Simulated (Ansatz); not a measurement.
## AlN, response to strain

Take AlN in the wurtzite structure (space group P6_3mc, No. 186; a = 3.089 Å, c = 4.943 Å) as the base. Axes: x lies along a and z along c of the hexagonal cell.

Strains are applied to the cell and any free atomic positions relax.

The values are results of Ansatz (a first-principles code) LDA, no spin-orbit coupling, not measurements.

Candidates:
(a) tensor shear ε_xz = +1.33 %
(b) tensor shear ε_xz = +0.33 %
(c) tensor shear ε_xz = +2.00 %

For the base:

| Property | Value |
|---|---|
| Band gap | 4.42 eV |

Task: Order them by band gap, lowest first.

Result: (c) tensor shear ε_xz = +2.00 % (4.34 eV), (a) tensor shear ε_xz = +1.33 % (4.38 eV), (b) tensor shear ε_xz = +0.33 % (4.41 eV)

No phonon test of stability was made.
